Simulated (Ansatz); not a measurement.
Base system: Cu in the fcc (Cu type) structure (space group Fm-3m, No. 225; a = 3.5790 Å; relaxed with 0.1 eV smearing). Axes: x, y, z lie along the cube axes.

Computed with plane-wave PAW DFT at the r2SCAN level (Ansatz, a quantum-chemistry and plane-wave program, 500 eV), no spin-orbit coupling, earlier PAW set.

Before the change:

The volume per atom comes out as 11.46 Å³.

Now apply this change: compressive biaxial strain of 0.50 % in the plane normal to [001], as in epitaxy on a mismatched substrate; the out-of-plane cell vector and the atoms relax.

Problem. How does this affect the in-plane stress?

Solution. The mean in-plane stress (compression positive) is +0.7 GPa.

Problem. Estimate the effect on the volume per atom.

Solution. The volume per atom drops by 0.03 Å³ to 11.43 Å³.

Stability against distortions was not tested. The final runs are not spin-polarised.
